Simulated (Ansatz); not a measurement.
Start from Cu in the fcc (Cu type) structure (space group Fm-3m, No. 225; a = 3.5768 Å; relaxed with 0.1 eV smearing). Axes: x, y, z lie along the cube axes.

The values are results of Ansatz (a program for electronic structure) r2SCAN, spin-orbit coupling left out, not measurements.

Base values:

The pressure is 0.0 GPa.

One thing is altered: tensile biaxial strain of 1.67 % in the plane normal to [111], as in epitaxy on a mismatched substrate; the out-of-plane cell vector and the atoms relax.

Question: Predict the new out-of-plane strain, pressure and energy relative to the base.

Answer: The out-of-plane strain comes out as -1.19 %; the pressure (mean of the normal stresses, compression positive) goes from zero to -3.1 GPa; the energy goes up by 5.8 meV/atom.

No phonon test of stability was made. All final runs are without spin polarisation.
